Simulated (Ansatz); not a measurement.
Results of r²SCAN in Ansatz (plane waves, PAW) for cubic perovskite KMgF3.

Numerical settings: plane-wave cutoff 560 eV, 8×8×8 k mesh, Fermi–Dirac smearing 0.01 eV, scalar-relativistic PAW data made under PBE.

Computed at the level's own relaxed cell.

```yaml
crystal:
  lattice:
    - [3.98068, 0.00000, 0.00000]
    - [0.00000, 3.98068, 0.00000]
    - [0.00000, 0.00000, 3.98068]
  atoms:
    - { symbol: K, position: [0.00000, 0.00000, 0.00000] }
    - { symbol: Mg, position: [0.50000, 0.50000, 0.50000] }
    - { symbol: F, position: [0.50000, 0.00000, 0.50000] }
    - { symbol: F, position: [0.00000, 0.50000, 0.50000] }
    - { symbol: F, position: [0.50000, 0.50000, 0.00000] }
```

Q: List the 18 lowest band energies at Γ above −25 eV (eV, relative to the valence band maximum), grouping those that round alike.

A: At Γ: -21.24, -20.61 (×2), -9.24 (×3), -2.40 (×3), -0.64 (×3), -0.31 (×3), 8.30, 10.86 (×2).

Ansatz is an electronic-structure program.
